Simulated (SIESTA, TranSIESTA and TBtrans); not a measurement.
Run with TranSIESTA and TBtrans (open boundaries, self-consistent; PseudoDojo norm-conserving potentials, scalar-relativistic): Spin polarized, PAO.BasisSize DZP, PAO.EnergyShift 0.15 eV, XC.Authors PBE, Mesh.Cutoff 200 Ry, ElectronicTemperature 300 K, TS.Voltage 0.0 eV, TBT.Elecs.Eta 0.001 eV.

Junction: Ta chain with one Zn atom in place of Ta. Leads: straight Ta chain, spacing 2.491 Å. Geometry: as built, not relaxed. Transport runs along z; the first 6 and the last 6 of the 21 atoms are the lead cells, repeated to infinity.

```xyz
21
Lattice="9.000 0.000 0.000 0.000 9.000 0.000 0.000 0.000 52.420" Properties=species:S:1:pos:R:3 pbc="F F T"
Ta     4.500     4.500     0.000
Ta     4.500     4.500     2.491
Ta     4.500     4.500     4.982
Ta     4.500     4.500     7.473
Ta     4.500     4.500     9.964
Ta     4.500     4.500    12.455
Ta     4.500     4.500    14.946
Ta     4.500     4.500    17.437
Ta     4.500     4.500    19.928
Ta     4.500     4.500    22.419
Zn     4.500     4.500    24.965
Ta     4.500     4.500    27.510
Ta     4.500     4.500    30.001
Ta     4.500     4.500    32.492
Ta     4.500     4.500    34.983
Ta     4.500     4.500    37.474
Ta     4.500     4.500    39.965
Ta     4.500     4.500    42.456
Ta     4.500     4.500    44.947
Ta     4.500     4.500    47.438
Ta     4.500     4.500    49.929
```
Starting moments (μB): atom 7 +1, atom 8 +1, atom 9 +1, atom 10 +1, atom 12 +1, atom 13 +1, atom 14 +1, atom 15 +1; lead atoms +1 (left) and +1 (right).

Predict: conductance at 300 K (G0 = 2e²/h); mean T from −0.5 to 0.5 eV; spin polarisation of the conductance, (up − down)/(up + down).

conductance at 300 K (G0 = 2e²/h): 1.33; mean T from −0.5 to 0.5 eV: 1.37; spin polarisation of the conductance, (up − down)/(up + down): 0.06. The magnetic order of the leads was set by the start, and no other order was tried; the separate lead runs end at 1.12 (left) and 1.12 (right) μB an atom. The straight chain is held at its spacing; free chains may zigzag or dimerise. Spin-orbit coupling, left out here, matters for the heavy atoms.
